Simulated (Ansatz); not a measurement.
Start from ZrB2 (space group P6/mmm, No. 191; a = 3.1552 Å, c = 3.5062 Å; relaxed with 0.1 eV smearing). Axes: x lies along a and z along c of the hexagonal cell.

The values are results of PBEsol (Ansatz, a program for electronic structure), scalar-relativistic without spin-orbit coupling, not measurements.

Before the change:

- Shortest interatomic distance = 1.822 Å

One thing is altered: uniaxial strain ε_xx = −1.50 %, all other strain components held at zero, atoms relaxed at fixed cell.

**Question.** How does this affect the shortest interatomic distance, stress and energy relative to the base?

**Answer.** The shortest interatomic distance falls by 0.0212 Å to 1.800 Å; the stress (xx, yy, zz, yz, xz, xy; compression positive) amounts to (9.2, 0.9, 2.0, 0.0, 0.0, 0.0) GPa; the energy increases by 4.3 meV/atom.

No phonon test of stability was made. All final runs are without spin polarisation.
